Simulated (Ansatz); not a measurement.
Polymorphs of ZrPbO₃, PBEsol with spin-orbit coupling, rigid bands (Ansatz, an electronic-structure program); geometry: cell and atoms relaxed with PBEsol.
- Amm2, primitive cell of 5: a = 4.1152 Å, b = 4.1923 Å, c = 4.1923 Å, α = 88.71°, β = 90.00°, γ = 90.00°
- Pm-3m, primitive cell of 5: a = 4.141 Å, b = 4.141 Å, c = 4.141 Å, α = 90.00°, β = 90.00°, γ = 90.00°

```tsv
Space group	volume per atom (Å³)	band gap	electron conductivity mass	hole conductivity mass	Seebeck coefficient, n-type 1e19 cm⁻³
Amm2	14.5	2.34 eV	0.42 mₑ	?	-243 μV/K
Pm-3m	14.2	2.02 eV	?	1.56 mₑ	-240 μV/K
```

**Question.** Fill in the missing entries.

**Answer.** 
- Amm2, hole conductivity mass: 0.66 mₑ
- Pm-3m, electron conductivity mass: 0.30 mₑ

Masses are for dilute carriers at 300 K, harmonic means over directions unless an axis is named. Seebeck coefficients are for the stated density at 300 K, with one relaxation time for all states and whether or not that doping can be reached.

ZrPbO3 (Pm-3m): a high-temperature phase held by its symmetry. Formula and space group known from diffraction (Crystallography Open Database), not checked to be the room-temperature form: ZrPbO3 (Amm2).
